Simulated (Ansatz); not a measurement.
# A computed series for GaN: response to strain

Consider GaN in the zinc blende structure (space group F-43m, No. 216; a = 4.498 Å). Axes: x, y, z lie along the cube axes.

Strains are applied to the cell and any free atomic positions relax; under biaxial strain the out-of-plane vector relaxes too; under stress the whole cell relaxes.

The values are results of plane-wave PAW DFT at the r2SCAN level (Ansatz, a first-principles code, 500 eV), no spin-orbit coupling, not measurements.

Notes on the quantities. pressure: mean of the normal stresses, compression positive.

```csv
change,band gap,volume per atom,pressure
base,2.17 eV,11.37 Å³,0.00 GPa
"biaxial strain −0.44 %, plane normal [110], relaxed out of plane",2.19 eV,11.30 Å³,1.27 GPa
"biaxial strain −1.01 %, plane normal [111], relaxed out of plane",2.23 eV,11.20 Å³,3.23 GPa
isotropic strain −2.90 %,2.76 eV,10.41 Å³,20.97 GPa
isotropic strain −2.10 %,2.60 eV,10.67 Å³,14.35 GPa
uniaxial strain ε_xx = −5.93 %,2.40 eV,10.70 Å³,13.35 GPa
uniaxial strain ε_yy = −4.17 %,2.33 eV,10.90 Å³,9.02 GPa
uniaxial strain ε_zz = −1.02 %,…,11.26 Å³,…
"uniaxial stress, 0.5 GPa tension along x",2.16 eV,11.38 Å³,–
"uniaxial stress, 1 GPa tension along z",2.15 eV,11.39 Å³,–
```

### Question
Complete the table.

### Answer

- uniaxial strain ε_zz = −1.02 %, band gap: 2.21 eV
- uniaxial strain ε_zz = −1.02 %, pressure: 2.05 GPa

Stability under load was not tested beyond the relaxation. This is not the structure that GaN has at room temperature and ambient pressure.
